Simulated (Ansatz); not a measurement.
The reference is Al in the fcc (Cu type) structure (space group Fm-3m, No. 225).

```xyz
1
Lattice="0.0000 2.0072 2.0072 2.0072 0.0000 2.0072 2.0072 2.0072 0.0000" Properties=species:S:1:pos:R:3 pbc="T T T"
Al     0.0000     0.0000     0.0000
```

Cartesian axes are those of the cell as printed.

All numbers come from Ansatz (an electronic-structure program) PBEsol, without spin-orbit coupling.

For the base:

The pressure comes out as 0.0 GPa.

Now apply this change: tensile biaxial strain of 3.64 % in the plane normal to [001], as in epitaxy on a mismatched substrate; the out-of-plane cell vector and the atoms relax.

Problem. Estimate the effect on the energy relative to the base and pressure.

Solution. The energy grows by 12 meV/atom; the pressure (mean of the normal stresses, compression positive) goes from zero to -2.1 GPa.

Without a gap, meshes like the base's 20×20×20 leave anisotropic stresses uncertain by several tenths of a GPa, and small strain energies with them. Stability against distortions was not tested.
